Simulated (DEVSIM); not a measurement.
Structure: Schottky contact on n-type Si, at 300 K.

Layer 1 from the left is Si, thickness (μm) 0.530, Nd (cm⁻³) 3.5e15, τn (s) 8.9e-7, τp (s) 8.9e-7.

Left contact: Schottky, work function 4.66 eV, emission velocity 6.5e6 cm/s. Right contact: ohmic. Voltage is applied to the left contact. Recombination: SRH at mid-gap. Mobility is constant in doping.

This is a model device: material constants are rounded textbook-type values typed into the input, and sizes, dopings and lifetimes were drawn at random. Values at 300 K.

Si: gap (eV) 1.124, affinity (eV) 4.05, permittivity 11.7, Nc (cm⁻³) 2.86e19, Nv (cm⁻³) 3.1e19, μn (cm²/Vs) 1417, μp (cm²/Vs) 470.

DEVSIM, 1D drift-diffusion, Boltzmann statistics, complete ionisation; no tunnelling, impact ionisation, image-force lowering or self-heating. Metal contacts follow the ideal Schottky-Mott rule: no Fermi-level pinning, no interface dipoles.

Dark forward current:

```tsv
|V| (V)	|J| (A/cm²)
0.05	0.007869
0.10	0.06091
0.15	0.4156
0.20	2.737
0.25	17.01
0.30	88.93
0.35	318.4
0.40	745.2
0.45	1310
0.50	1954
0.55	2641
```

**Question.** Work out the local ideality factor n = ΔV / (kT/q · ln(J2/J1)) between the rows 0.15 and 0.20 V, 0.50 and 0.55 V.

**Answer.** kT/q = 25.85 mV. From 0.15 to 0.20 V: ln(2.737/0.4156) = 1.885, n = 1.03, near the 1 of diffusion or emission over a barrier. From 0.50 to 0.55 V: ln(2641/1954) = 0.301, n = 6.42; the layers' resistance at their doping, Σ W/(qμN) = 6.7e-5 Ω cm², would take 46 mV of this step of 50 mV.

**Question.** Estimate the current at 0.20 V for emission alone, J0 = q v N_band exp(−φB/kT), and read the barrier back from the simulated current.

**Answer.** φB = 0.610 eV, N_band = 2.86e19 cm⁻³, J0 = 0.00168 A/cm²; J = J0 (exp(qV/kT) − 1) = 3.85 A/cm². The simulation gives 2.74 A/cm²; the estimate lies 41 % above. Read backwards, the simulated current gives an apparent barrier of 0.619 eV. The estimate leaves out transport through the depletion region and minority injection.
